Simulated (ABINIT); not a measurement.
**Several settings converged on Cu (Fm-3m, 1 atom in the cell)**

```
Cu
1.0
    0.00000     1.81042     1.81042
    1.81042     0.00000     1.81042
    1.81042     1.81042     0.00000
Cu
1
Direct
  0.00000   0.00000   0.00000
```

Base method: PBE, PAW (JTH v2.0 PBE PAW) (plane waves; ABINIT).

Base settings: pseudos = [Cu.GGA_PBE-JTH.xml]; ecut = 816 eV; pawecutdg = 1633 eV; pawxcdev = 0; ixc = 11; occopt = 7; tsmear = 0.1 eV; ngkpt = 8 8 8; nshiftk = 1; shiftk = 0 0 0.

The count of work is k-points × plane waves × bands × iterations; it is no time. Core times come from one kind of shared machine, to one figure; runs under 30 s give none.

**The k-point mesh at a smearing width of 0.02 eV**

In this ladder: tsmear = 0.02 eV.

Only quantities that move along the ladder and can be compared are tabulated.

```csv
ngkpt,free energy less the last step's (meV/atom),pressure (GPa),count of work / last,core time / last (rough)
6 6 6,66.02,1.54,0.017,–
7 7 7,-38.89,0.20,0.025,–
8 8 8,33.63,1.23,0.042,–
10 10 10,15.53,0.71,0.057,–
12 12 12,4.06,0.25,0.087,0.1
14 14 14,0.46,0.45,0.14,0.1
17 17 17,1.67,0.18,0.19,0.2
25 25 25,1.92,0.36,0.61,0.5
30 30 30,0.00,0.36,1.0,1
```

Coarsest ngkpt that holds the pressure within 1 GPa of the last step, with all finer ones: 7 7 7, at 0.025 of the last step's count of work; the step before is off by 1.2 GPa.

Coarsest ngkpt that holds the free energy within 5 meV/atom of the last step, with all finer ones: 12 12 12, at 0.087 of the last step's count of work and about 0.1 of the last step's time; the step before is off by 16 meV/atom.

**The width of Fermi-Dirac smearing**

In this ladder: occopt = 3; ngkpt = 13 13 13.

Narrow widths need finer meshes than wide ones, so the last steps can hold mesh noise.

Only quantities that move along the ladder and can be compared are tabulated; pressure and forces are left out, as mesh noise rules them at narrow widths.

```tsv
tsmear	free energy less the last step's (meV/atom)
1 eV	-820.82
0.5 eV	-155.72
0.3 eV	-45.11
0.2 eV	-18.07
0.1 eV	-3.68
0.05 eV	0.00
```

Widest tsmear that holds the free energy within 5 meV/atom: not settled: the last two steps still differ by 3.7 meV/atom, over half the tolerance, so the ladder does not show it.

On the base run: the starting cell has typed, rounded lattice constants, without a prior relaxation at this level. Its lattice was rescaled by up to half a per cent. Spin polarisation is off.

Left out of this page: 2 runs of the series outside the window shown, repeating another row's setting, or not comparable.
